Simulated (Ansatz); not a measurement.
## Hypothetical rock salt PdGe, thickness series

The reference is PdGe in the rock salt structure (space group Fm-3m, No. 225; a = 5.215 Å; a hypothetical phase, not in the database extracts checked). Axes: x, y, z lie along the cube axes.

Free-standing slabs (2 atom(s) a layer) normal to the z axis with 15 Å of vacuum; in-plane cell held at bulk.

All numbers come from PBE/PAW in Ansatz (a program for electronic structure), scalar-relativistic without spin-orbit coupling.

Candidates:
(a) 4 layers
(b) 2 layers
(c) 5 layers

For the base:

The shortest interatomic distance is 2.607 Å.

Order them by shortest interatomic distance, highest first.

(b) 2 layers (2.524 Å), (c) 5 layers (2.460 Å), (a) 4 layers (2.442 Å)

Whether these cells are dynamically stable was not tested. The final runs are not spin-polarised.
